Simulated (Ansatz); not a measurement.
**CrSBr (Pmmn, No. 59; cell taken from a computed entry)**

Calculation: r²SCAN+SOC in Ansatz (PAW).

Numerical settings: plane-wave cutoff 560 eV, 10×8×4 k mesh (along the axes of the cell as run), Fermi–Dirac smearing 0.01 eV, spin-polarised start, PAW data made under PBE.

Cell: relaxed with PBEsol: a = 3.487 Å, b = 4.661 Å, c = 8.371 Å, α = β = γ = 90.00°.

For CrSBr (Pmmn, No. 59; cell taken from a computed entry), the band gap is 1.03 eV, the smallest direct gap on the k points sampled is 1.04 eV and the Γ–Γ gap is 1.23 eV.

Measured, for comparison: band gap 1.5 ± 0.2 eV (150 K, not corrected to a static lattice, scanning tunnelling spectroscopy, bulk; as tabulated in Telford et al. (2020), arXiv:2005.06110). Computed (rounded) less measured: band gap -0.47 eV.

Note: the magnetic order was assumed, not searched for or taken from measurement; cell and atoms aren't relaxed at this level (largest force component 0.38 eV/Å, pressure 3.3 GPa); the cell has widely spaced layers and the level no dispersion term, so their spacing and the moduli can rest on weak binding.

Static lattice: no zero-point or thermal effects.

It cost very roughly 40 core-minutes of CPU time.

Ansatz is a quantum-chemistry and plane-wave program.
